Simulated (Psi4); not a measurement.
Psi4 1.11, TPSS/def2-svp: Ga(Cl)(Vi)2 (C=[CH][Ga]([Cl])[CH]=C), 12 atoms. The geometry is a generated start, not checked to be a minimum at this level.

* **task**: energy
* **method**: tpss
* **basis**: def2-svp
* **memory**: 3 GB
* **maxiter**: 100
* **keys of the molecule block**: symmetry c1
* **scf_type**: df (default)
* **e_convergence**: 1e-06 (default)
* **d_convergence**: 1e-06 (default)
* **dft_radial_points**: 75 (default)
* **dft_spherical_points**: 302 (default)
* **basis functions**: 136
* **grid points**: 257177

```xyz
12

Ga     0.8234     0.8427     0.5158
Cl     2.1791     2.2138     1.3455
C     -0.7781     1.6515    -0.4381
C     -1.6569     0.9741    -1.1653
H     -0.8740     2.7383    -0.3695
H     -2.4793     1.4535    -1.6835
H     -1.6061    -0.1008    -1.2710
C      1.3010    -1.1222     0.7314
C      0.4938    -2.1439     0.4851
H      2.3129    -1.3268     1.0907
H      0.8033    -3.1735     0.6233
H     -0.5191    -2.0068     0.1357
```

With the defaults (diis = true, scf_initial_accelerator = adiis, damping_percentage = 0, diis_max_vecs = 10, guess = auto, which took SAD) it converges in 14 SCF iterations. One run each on 2 threads, with these changes:
- guess = gwh
- guess = sadno
- diis = false, scf_initial_accelerator = none, damping_percentage = 60
- diis_max_vecs = 3
- scf_initial_accelerator = ediis
- guess = huckel
- guess = sapgau
- scf_initial_accelerator = none
- diis_max_vecs = 20

Task: Which of these changes keep the SCF from converging, or lead it to another solution?

Result: No convergence: diis = false, scf_initial_accelerator = none, damping_percentage = 60 (the run ends without SCF convergence in 100 iterations). The rest reach the solution of the defaults.

```tsv
setting	SCF iterations	end
guess = sapgau	10	same solution
guess = huckel	11	same solution
guess = sadno	12	same solution
the defaults	14	same solution
diis_max_vecs = 20	14	same solution
scf_initial_accelerator = ediis	14	same solution
scf_initial_accelerator = none	15	same solution
guess = gwh	16	same solution
diis_max_vecs = 3	24	same solution
diis = false, scf_initial_accelerator = none, damping_percentage = 60	100	no convergence
```

2 further runs of the study ended by our limits or in an error and are left out.
